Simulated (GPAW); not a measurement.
Worked example: self-consistent single point of ZnSe (F-43m, 2 atoms in the cell) in GPAW.

Method: LDA (Perdew-Wang 92), GPAW PAW datasets LDA (gpaw-data 1.0.1) (plane waves; GPAW).

```
ZnSe
1.0
    0.00000     2.83500     2.83500
    2.83500     0.00000     2.83500
    2.83500     2.83500     0.00000
Zn Se
1 1
Cartesian
  0.00000   0.00000   0.00000
  1.41750   1.41750   1.41750
```

Reference input (self-consistent single point, DFT PBE, plane waves, GPAW PAW datasets PBE (gpaw-data 1.0.1)): mode = pw; ecut = 800 eV; xc = PBE; kpts = 10 10 10; mesh shift (steps) = 0 0 0; occupations.name = fermi-dirac; occupations.width = 0.01 eV; nbands = -6; convergence.bands = -4; symmetry.symmorphic = false; symmetry.tolerance = 0.0005; maxiter = 150. This run's input differs from it in these lines:

```diff
@@ -13,3 +13,3 @@
 calc = GPAW(mode={'name': 'pw', 'ecut': 800},
-            xc='PBE',
+            xc='LDA',
             kpts={'size': (10, 10, 10), 'gamma': True},
```

Its files differ too (potentials: GPAW PAW datasets LDA (gpaw-data 1.0.1)).

Output, abridged:

```
     iter     time        total  log10-change:
                         energy   eigst   dens
iter:   1 --:--:--    -7.632840   +0.98
iter:   2 --:--:--    -7.632501   +0.29  -1.25
iter:   3 --:--:--    -7.459267   -0.94  -1.28
iter:   4 --:--:--    -7.485952   -1.56  -1.54
iter:   5 --:--:--    -7.460271   -1.76  -1.73
iter:   6 --:--:--    -7.457442   -3.32  -2.46
iter:   7 --:--:--    -7.463718c  -3.50  -2.48
iter:   8 --:--:--    -7.445372   -2.43  -2.40
iter:   9 --:--:--    -7.445465   -3.85  -3.08
iter:  10 --:--:--    -7.445375c  -4.62  -3.15
iter:  11 --:--:--    -7.445208c  -4.32  -3.28
iter:  12 --:--:--    -7.445210c  -5.43  -4.10c
iter:  13 --:--:--    -7.445209c  -6.64  -4.21c
iter:  14 --:--:--    -7.445211c  -6.48  -4.19c
iter:  15 --:--:--    -7.445209c  -6.33  -4.15c
iter:  16 --:--:--    -7.445209c  -7.35  -4.27c
iter:  17 --:--:--    -7.445209c  -7.59c -4.28c
Converged after 17 iterations.

Dipole moment: (-3.617046, -3.617046, -3.617046) |e|*Ang

Energy contributions relative to reference atoms: (reference = -114805.075344)

Kinetic:         +9.689601
Potential:       -8.307285
External:        +0.000000
XC:              -8.804845
Entropy (-ST):   -0.000000
Local:           -0.022681
SIC:             +0.000000
--------------------------
Free energy:     -7.445209
Extrapolated:    -7.445209

Showing only first 2 kpts
 Kpt  Band  Eigenvalues  Occupancy
  0     7      3.53675    2.00000
  0     8      3.53675    2.00000
  0     9      4.57649    0.00000
  0    10      9.25458    0.00000

  1     7      3.24934    2.00000
  1     8      3.24934    2.00000
  1     9      5.71555    0.00000
  1    10      8.70777    0.00000

Fermi level: 3.86621

Gap: 1.040 eV
Transition (v -> c):
  (s=0, k=0, n=8, [0.00, 0.00, 0.00]) -> (s=0, k=0, n=9, [0.00, 0.00, 0.00])
No difference between direct/indirect transitions
Energy (eV): -7.445209

Forces in eV/Ang:
  0 Zn    0.00000   -0.00000   -0.00000
  1 Se   -0.00000    0.00000   -0.00000

Stress tensor:
     0.023044    -0.000000     0.000000
    -0.000000     0.023044     0.000000
     0.000000     0.000000     0.023044
Stress (GPa, Voigt): [ 3.6921  3.6921  3.6921  0.      0.     -0.    ]
```

The run converged in 17 iterations. GPAW prints stress with tension positive. Against the reference run the pressure goes from 2.00 to -3.69 GPa and the gap on the mesh goes from 1.294 to 1.040 eV.

The starting cell has typed, rounded lattice constants, without a prior relaxation at this level. With a pressure of about -4 GPa the cell is away from its equilibrium volume at this level.

Cost on one core of a shared machine: roughly 40 s.
